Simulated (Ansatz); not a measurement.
Take C (space group I4/mmm, No. 139; a = 4.356 Å, c = 2.499 Å; a model cell, its experimental status unchecked) as the base. Axes: x, y, z lie along a, b, c of the conventional cell.

Perturbation: uniaxial stress, 2 GPa compression along z, with the cell and atoms free to relax against it.

Levels (all Ansatz, a program for electronic structure, PAW): PBEsol (420 eV, without spin-orbit coupling); r2SCAN (500 eV, without spin-orbit coupling); HSE06 (420 eV, no SOC).

At the geometry relaxed with PBEsol, these levels gave the following band gaps, in shuffled order: (a) 2.65 eV, (b) 2.27 eV, (c) 3.51 eV.

Match each gap to its level.

(a) r2SCAN; (b) PBEsol; (c) HSE06.

Single points use the geometry relaxed with PBEsol. The hybrid gap comes from the SCF mesh plus the semilocal run's edge points and a few special points and is an upper bound. Load acts through the strain it causes; cell and atoms are relaxed under it. Stability under load was not tested beyond the relaxation. This is not the structure that C has at room temperature and ambient pressure.
